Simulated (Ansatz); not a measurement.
CaO (model structure, F-43m, No. 216, 2 atoms in the cell) was calculated with dielectric-dependent PBEsol hybrid (Ansatz, a first-principles code, PAW).

Run with plane-wave cutoff 460 eV, 8×8×8 k mesh, Fermi–Dirac smearing 0.01 eV, scalar-relativistic PAW data made under PBE.

Cell (relaxed with PBEsol):

```
CaO
1.0
    0.00000     2.58989     2.58989
    2.58989     0.00000     2.58989
    2.58989     2.58989     0.00000
Ca O
1 1
Direct
  0.00000   0.00000   0.00000
  0.25000   0.25000   0.25000
```

Task: Predict the band gap and smallest direct gap on the k points sampled.

Result: 
band gap: 5.85 eV (on the SCF k mesh) (indirect)
smallest direct gap on the k points sampled: 6.51 eV

Note: the relaxation could raise the start's symmetry but not lower it, so the cell can be a saddle point; cell and atoms aren't relaxed at this level (pressure -0.6 GPa).

Computed values are for the static lattice.

Computing time: roughly 100 core-seconds.

A model structure was made by putting elements into a prototype or built by hand; it is no filed structure, need not be a known phase, and can be a saddle point held by its symmetry.
